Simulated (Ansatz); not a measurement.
Reference: InP (F-43m), HSE06, rigid bands (plane waves, PAW, scalar-relativistic; Ansatz, a first-principles code); geometry: cell and atoms relaxed with PBEsol.

```xyz
2
Lattice="0.0000 2.9392 2.9392 2.9392 0.0000 2.9392 2.9392 2.9392 0.0000" Properties=species:S:1:pos:R:3 pbc="T T T"
In     0.0000     0.0000     0.0000
P      1.4696     1.4696     1.4696
```

- band gap: 1.45 eV
- electron conductivity mass: 0.095 mₑ
- Seebeck coefficient, n-type 1e19 cm⁻³: -61 μV/K

Q: Replace In by Al on the same sites and relax. What happens?

A: AlP (F-43m): volume per atom 25.4 to 20.5 Å³; band gap rises (1.45 eV to 2.28 eV); electron conductivity mass rises (0.095 mₑ to 0.33 mₑ); Seebeck coefficient, n-type 1e19 cm⁻³ rises in size (-61 μV/K to -260 μV/K).

Q: Swap P for As, keeping the structure type. How do these values move?

A: InAs (F-43m): volume per atom 25.4 to 28.2 Å³; band gap falls (1.45 eV to 0.42 eV); electron conductivity mass falls (0.095 mₑ to 0.031 mₑ); Seebeck coefficient, n-type 1e19 cm⁻³ falls in size (-61 μV/K to -31 μV/K).

Q: Swap In for B, keeping the structure type. How do these values move?

A: BP (F-43m): volume per atom 25.4 to 11.5 Å³; band gap rises (1.45 eV to 1.95 eV); electron conductivity mass rises (0.095 mₑ to 0.32 mₑ); Seebeck coefficient, n-type 1e19 cm⁻³ rises in size (-61 μV/K to -331 μV/K).

Moves up to 5 % count as about the same. Masses are for dilute carriers at 300 K, harmonic means over directions unless an axis is named. Seebeck coefficients are for the stated density at 300 K, with one relaxation time for all states and whether or not that doping can be reached. Spin-orbit coupling is left out.
